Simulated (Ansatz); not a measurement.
## Carrier properties of monolayer As

Here is the system:

```
CELL_PARAMETERS angstrom
      3.71324     0.00000     0.00000
     -1.85662     3.21576     0.00000
      0.00000     0.00000    17.27314
ATOMIC_POSITIONS crystal
  As 0.66667 0.33333 0.53945
  As 0.33333 0.66667 0.46055
```

Level of theory: PBE, rigid bands (plane waves, PAW, scalar-relativistic; Ansatz, a first-principles code). Condition of this run: biaxial strain +3 %. How the cell was made: cell and atoms relaxed with PBE, then loaded as said.

```yaml
band_gap: 1.60 eV
electron conductivity mass (300 K, dilute): 0.097 mₑ
effective density of states N_c (300 K): 9.3e11 cm⁻²
Seebeck coefficient, n-type 1.7e12 cm⁻², 300 K: -148 μV/K
```

Rigid bands; masses and Seebeck coefficients take one relaxation time τ for all states and one kind of carrier; polarons and phonon drag are left out. Spin-orbit coupling is left out.
